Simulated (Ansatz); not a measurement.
## Mo2N (I4₁/amd, No. 141, 6 atoms in the cell; start mp-27953)

Computed with PBEsol (plane waves, PAW; Ansatz, an electronic-structure program).

Run with plane-wave cutoff 520 eV, 18×18×18 k mesh, Fermi–Dirac smearing 0.05 eV, no spin polarisation, scalar-relativistic PAW data made under PBE.

Cell (relaxed at this level):

Mo2N has the tetragonal space group I4₁/amd, origin choice 1 (No. 141), the anti-anatase structure, Pearson symbol tI12. Lattice parameters: a = b = 4.214 Å, c = 7.953 Å, α = β = γ = 90.00°. Mo on 8e is surrounded by 3 N at 2.073–2.109 Å. N on 4b is surrounded by 6 Mo at 2.073–2.109 Å (octahedral). (Neighbours: up to the widest gap in distance over summed covalent radii, below 1.35, at either atom; cation-cation and far metal-metal contacts left out.)
(The calculation used a cell of 6 atoms; values per cell refer to that cell.)

For Mo2N (I4₁/amd, No. 141, 6 atoms in the cell; start mp-27953), the band gap is none. The bulk modulus B0 is 316 GPa.

Note: the relaxation could not lower the start's symmetry, so the cell can be a saddle point above a distorted one; the bulk modulus is −V dP/dV from two relaxed cells at ±2 % in volume.

Spin–orbit coupling is not included.

Computed values are for the static lattice.

Cost on a shared machine: about 6 core-minutes (a rough figure).

A start named mp-… is a Materials Project structure, which need not be a measured phase.
